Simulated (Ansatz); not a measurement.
The reference is Os in the hcp (Mg type) structure (space group P6_3/mmc, No. 194; a = 2.7294 Å, c = 4.3064 Å).

The change: Rh takes the place of Os on all its sites, then cell and atoms are relaxed.

Levels (all Ansatz, a quantum-chemistry and plane-wave program, PAW): PBEsol (420 eV, spin-orbit coupling left out); PBEsol+SOC (420 eV, noncollinear with spin-orbit coupling).

The geometry is relaxed with PBEsol.

```
Property          Result
---------------  -------
PBEsol pressure  0.0 GPa
```

What does PBEsol+SOC give at this geometry for the pressure?

The pressure goes from zero to 0.2 GPa.

Single points use the geometry relaxed with PBEsol. The spin-orbit shifts are approximate. No phonon test of stability was made. For Rh in this form, whether it has been made was not checked. The runs without spin-orbit coupling are not spin-polarised. Rh has a high density of states at the Fermi level and may be magnetic at this level. This is not the structure that Rh has at room temperature and ambient pressure.
